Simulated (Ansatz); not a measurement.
The parent structure is BeS in the wurtzite structure (space group P6_3mc, No. 186; a = 3.4118 Å, c = 5.6247 Å; a hypothetical phase, not in the database extracts checked).

Levels (all Ansatz, an electronic-structure program, PAW): PBEsol (420 eV, scalar-relativistic without spin-orbit coupling); HSE06 (420 eV, scalar-relativistic without spin-orbit coupling).

Its gap is 3.44 eV with PBEsol and 4.58 eV with HSE06.

It is then changed as follows: a hydrostatic pressure of 7.5 GPa.

With PBEsol the gap becomes 3.16 eV.

If the HSE06 correction stayed the same, what would the HSE06 gap be, and what does the HSE06 run give?

A rigid correction of +1.14 eV gives 4.30 eV. The HSE06 run gives 4.29 eV, so the two effects roughly add.

Single points use the geometry relaxed with PBEsol. HSE06 gaps are upper bounds (no full band path). Load acts through the strain it causes; cell and atoms are relaxed under it. Stability against distortions was not tested. No other phases were tried under pressure.
